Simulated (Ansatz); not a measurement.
Consider interstitial H in beta Ga2O3, charge state +1. The step: a concerted move, in which H travels most; the atom moves 2.87 Å along (0.01, 0.00, 0.49) of the unit cell; the moving atom starts with neighbours O at 1.07, O at 1.41 Å and ends with O at 1.04, O at 1.55 Å. A PBE band in Ansatz (plane-wave PAW, the Γ point alone, 160 host sites, 151 SCF runs with any check of the saddle's order, static, no finite-size correction) gives a forward barrier of 1.42 eV. The check of the saddle point's order was inconclusive. The charge state is imposed; whether it is stable for some Fermi level was not computed. Sites that were not tried may lie lower.

Single points at the band's start and saddle point can refine it. Rough cost of one point, in units of the band's mean SCF on the same machine:

```csv
Level,Cost of one point
"PBE, a 2×2×2 k-point mesh shifted by half a step",about 8
"r2SCAN at 500 eV, the Γ point alone",under 2
"HSE06, Γ point alone",about 20
```

Task: Which of these move the barrier by more than 0.1 eV, and how far does each move it?

Result: Not one does. PBE, a 2×2×2 k-point mesh shifted by half a step: 0.00 eV; r2SCAN at 500 eV, the Γ point alone: -0.05 eV; HSE06, Γ point alone: -0.05 eV. Each functional is compared with PBE at the same k-points.

Ansatz is a quantum-chemistry and plane-wave program.
